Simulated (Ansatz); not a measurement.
The parent structure is Hf in the hcp (Mg type) structure (space group P6_3/mmc, No. 194; a = 3.204 Å, c = 5.073 Å; relaxed with 0.1 eV smearing). Axes: x lies along a and z along c of the hexagonal cell.

All numbers come from PBE (Ansatz, a program for electronic structure), no spin-orbit coupling.

Base values:

| Property | Result |
|---|---|
| Shortest interatomic distance | 3.139 Å |
| Pressure | 0.0 GPa |
| Band gap | zero |

Now apply this change: uniaxial strain ε_zz = +1.50 %, all other strain components held at zero; the atoms relax in the strained cell.

Task: What happens to the shortest interatomic distance?

Result: The shortest interatomic distance increases by 0.031 Å to 3.170 Å.

Task: Estimate the effect on the energy relative to the base.

Result: The energy rises by 3.0 meV/atom.

Task: What does the calculation give for the pressure after the change?

Result: The pressure (mean of the normal stresses, compression positive) goes from zero to -1.6 GPa.

Task: What happens to the band gap?

Result: The band gap stays zero.

No phonon test of stability was made. All final runs are without spin polarisation.
